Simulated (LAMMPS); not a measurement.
An MD run on a melt made from Fe (bcc), 16000 atoms, at 1990 K and 0 GPa, brought to that temperature within a few picoseconds.

Model: classical MD, pair style eam/fs, file VFe_mm.eam.fs (LAMMPS).

```yaml
state_found: liquid
density: 6.9482 ± 0.0008 g/cm³
volume_per_atom: 13.346 ± 0.001 Å³/atom
enthalpy_per_atom: -3.2572 ± 0.0004 eV/atom
first peak of g(r): 2.48 Å, height 2.4
coordination_number: 12.8 (counted to 3.46 Å)
most common Fe-Fe-Fe angle: at the 3° bin centred on 55.5°, after smoothing over three bins (mean of all 96°)
self-diffusion coefficient of Fe (not corrected for cell size): (4.71 ± 0.05) × 10^-5 cm²/s
mean frequency of the vibrational (phonon) density of states: 4.9 THz
cost: about 30 core-minutes (a rough figure)
```

Potential: file VFe_mm.eam.fs of the LAMMPS distribution.

States go by the mean squared displacement: a species diffuses where it passes 1.5 Å², still rises and gives D over 1e-6 cm²/s; a crystal has left its structure where atoms lie 0.35 Å off their sites on average or a cubic box changes its shape by 3 %, or the axial ratios of another lie 8 % off the starting cell's, which the potential's own relaxation can also do.

Errors of D are the spread over four groups of atoms in one short run; a floor of about 5 %, a picked value, is safer.

Uncertainties are statistical and leave out the potential's own error.
